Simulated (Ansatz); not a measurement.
Functionals compared on a constructed model of the (0001) surface of hcp Co, ferromagnetic, a pseudomorphic layer of Re in the host's stacking (bottom of the slab: a bare face, its two planes held), in Ansatz (plane waves, PAW). The structure was relaxed with PBE; the other rows are single points on it. Cutoff 420 eV.

Model: 7-atom slab, 12.6 Å thick at the start with caps and adatoms (thin: gaps and levels are the slab's own), 17x17x1 mesh, Fermi-Dirac 0.1 eV, dipole correction, 2 atoms held, the rest relaxed; held to the start's symmetry, so lower structures may exist; spin-polarised, ending with about 9.3 μB a cell; orders that need a larger cell were not tried, no spin-orbit, no U. In PBE it is, or lies within 0.01 eV a 1x1 cell of, the lowest of the 2 structures of its composition computed so far; subsurface sites and larger cells were not tried. These notes are the PBE run's.

```csv
functional,work function of the top face (eV),magnetic moment of the cell (μB),rough cost of the single point
PBE,5.40,9.29,–
RPBE,___,9.40,about 110 core-seconds (a rough figure)
```

Question: Fill in the missing entries.

Answer: 
- RPBE, work function of the top face (eV): 5.27

Ansatz is a program for electronic structure.
